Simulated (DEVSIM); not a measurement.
System: Si n-i-p diode, at 250 K.

| layer (left to right) | material | thickness (μm) | Nd (cm⁻³) | Na (cm⁻³) | τn (s) | τp (s) |
|---|---|---|---|---|---|---|
| 1 | Si | 0.160 | 1.1e18 | - | 0.00079 | 0.00079 |
| 2 | Si | 0.430 | - | 2.5e11 | 0.00079 | 0.00079 |
| 3 | Si | 0.620 | - | 1e19 | 0.00079 | 0.00079 |

Left contact: ohmic. Right contact: ohmic. Voltage is applied to the left contact. Recombination: SRH at mid-gap. Mobility is μmin + (μ − μmin)/(1 + (N/Nref)^α).

This is a model device: material constants are rounded textbook-type values typed into the input, and sizes, dopings and lifetimes were drawn at random. Values at 300 K; Nc and Nv go as T^1.5, mobilities as T to minus their exponent, the gap by Varshni's rule with the affinity fixed. The table also holds parameters that only a changed run uses.

| parameter | Si |
|---|---|
| gap (eV) | 1.124 |
| affinity (eV) | 4.05 |
| permittivity | 11.7 |
| Nc (cm⁻³) | 2.86e19 |
| Nv (cm⁻³) | 3.1e19 |
| μn (cm²/Vs) | 1417 |
| μp (cm²/Vs) | 470 |
| μn,min | 52 |
| μp,min | 45 |
| Nref,n | 9.7e16 |
| Nref,p | 2.2e17 |
| αn | 0.68 |
| αp | 0.72 |
| T exponent of μn | 2.3 |
| T exponent of μp | 2.2 |
| Cn (cm⁶/s) | 2.8e-31 |
| Cp (cm⁶/s) | 9.9e-32 |
| Varshni α (eV/K) | 0.000473 |
| Varshni β (K) | 636 |

DEVSIM, 1D drift-diffusion, Boltzmann statistics, complete ionisation; no tunnelling, impact ionisation, image-force lowering or self-heating.

Base results: potential step across the device at zero bias (V) 1.053; dark forward voltage at 1 A/cm² (V) 0.773; dark forward voltage at 100 A/cm² (V) 0.873.

Q: What follows from this one change: doping Na of layer 3 1e+19 → 3e+17 cm^-3?

A: potential step across the device at zero bias 1.053 → 0.978 V; dark forward voltage at 1 A/cm² 0.773 → 0.742 V; dark forward voltage at 100 A/cm² 0.873 → 0.841 V.

Q: What follows from this one change: constant mobility in place of the doping-dependent one?

A: potential step across the device at zero bias little changed (1.053 V); dark forward voltage at 1 A/cm² 0.773 → 0.745 V; dark forward voltage at 100 A/cm² 0.873 → 0.845 V.
